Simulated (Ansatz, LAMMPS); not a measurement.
Si well of 21 atomic layers along [001] in random Si0.8Ge0.2, 5 % Ge through the well. Cell 16.58 × 16.58 × 66.06 Å, Si730Ge134, 864 atoms. Prepared with Tersoff's 1989 multicomponent potential (SiCGe.tersoff) (LAMMPS): minimisation. 

Basis: localised support functions (accuracy medium) on a full density matrix. k-points: zone centre alone; occupations: Fermi-Dirac, 0.010 eV; spin polarisation not allowed. Scalar-relativistic, no spin-orbit coupling.

Task: What is the computed gap and bonding (PBE, support functions at accuracy medium on the grid of 370 eV in Ansatz, an electronic-structure program)?

Result: 
- Kohn-Sham gap of the cell on its k-mesh = 0.51 eV
- weight of the highest filled level on the well = 0.39
- weight of the lowest empty level on the well = 0.94
- coordination (neighbours within 2.848 Å) = 100.0 % 4-fold
- Ge-Ge bonds, mean ± spread = 2.466 ± 0.005 Å
- Ge-Si bonds, mean ± spread = 2.421 ± 0.007 Å
- Si-Si bonds, mean ± spread = 2.377 ± 0.006 Å
- bond angles, mean ± spread = 109.5° ± 0.9°
- pressure = -0.57 GPa
